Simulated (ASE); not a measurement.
Pair distribution function (Ga-P) of GaP (zinc blende), cell Ga32P32, with the crystal as the starting point [in the run: it stayed crystalline; mean temperature 904 K (target 870 K); density 3.95 g/cm³, volume +4 % from the start crystal's], from MD at 904 K. All values below come from the machine-learned potential CHGNet 0.3.0 in ASE. Volume per atom 21.14 Å³, mean pressure 0.0 GPa. 

| r (Å) | g(r) |
|---|---|
| 1.50 | 0.00 |
| 1.54 | 0.00 |
| 1.58 | 0.00 |
| 1.62 | 0.00 |
| 1.66 | 0.00 |
| 1.70 | 0.00 |
| 1.74 | 0.00 |
| 1.78 | 0.00 |
| 1.82 | 0.00 |
| 1.86 | 0.00 |
| 1.90 | 0.00 |
| 1.94 | 0.00 |
| 1.98 | 0.00 |
| 2.02 | 0.01 |
| 2.06 | 0.01 |
| 2.10 | 0.10 |
| 2.14 | 0.63 |
| 2.18 | 1.49 |
| 2.22 | 2.98 |
| 2.26 | 4.61 |
| 2.30 | 6.12 |
| 2.34 | 6.63 |
| 2.38 | 7.32 |
| 2.42 | 6.56 |
| 2.46 | 5.64 |
| 2.50 | 4.54 |
| 2.54 | 3.70 |
| 2.58 | 2.71 |
| 2.62 | 2.00 |
| 2.66 | 1.27 |
| 2.70 | 0.72 |
| 2.74 | 0.44 |
| 2.78 | 0.25 |
| 2.82 | 0.10 |
| 2.86 | 0.04 |
| 2.90 | 0.02 |
| 2.94 | 0.01 |
| 2.98 | 0.00 |
| 3.02 | 0.00 |
| 3.06 | 0.00 |
| 3.10 | 0.00 |
| 3.14 | 0.00 |
| 3.18 | 0.00 |
| 3.22 | 0.00 |
| 3.26 | 0.00 |
| 3.30 | 0.00 |
| 3.34 | 0.00 |
| 3.38 | 0.00 |
| 3.42 | 0.00 |
| 3.46 | 0.00 |
| 3.50 | 0.00 |
| 3.54 | 0.00 |
| 3.58 | 0.00 |
| 3.62 | 0.01 |
| 3.66 | 0.01 |
| 3.70 | 0.02 |
| 3.74 | 0.02 |
| 3.78 | 0.05 |
| 3.82 | 0.07 |
| 3.86 | 0.10 |
| 3.90 | 0.14 |
| 3.94 | 0.21 |
| 3.98 | 0.27 |
| 4.02 | 0.38 |
| 4.06 | 0.54 |
| 4.10 | 0.65 |
| 4.14 | 0.90 |
| 4.18 | 1.01 |
| 4.22 | 1.14 |
| 4.26 | 1.43 |
| 4.30 | 1.72 |
| 4.34 | 1.95 |
| 4.38 | 2.18 |
| 4.42 | 2.38 |
| 4.46 | 2.67 |
| 4.50 | 2.68 |
| 4.54 | 2.80 |
| 4.58 | 2.77 |
| 4.62 | 2.72 |
| 4.66 | 2.67 |
| 4.70 | 2.52 |
| 4.74 | 2.40 |
| 4.78 | 2.07 |
| 4.82 | 1.86 |
| 4.86 | 1.61 |
| 4.90 | 1.41 |
| 4.94 | 1.14 |
| 4.98 | 0.92 |
| 5.02 | 0.74 |
| 5.06 | 0.58 |

### Question
From the above, determine where the first shell ends and the number of neighbours in it.

### Answer
g is nil from 3.0 to 3.6 Å, so any cut there serves; 4.0 P round each Ga and 4.0 Ga round each P in the shell, from n = 4πρ∫r²g(r)dr.
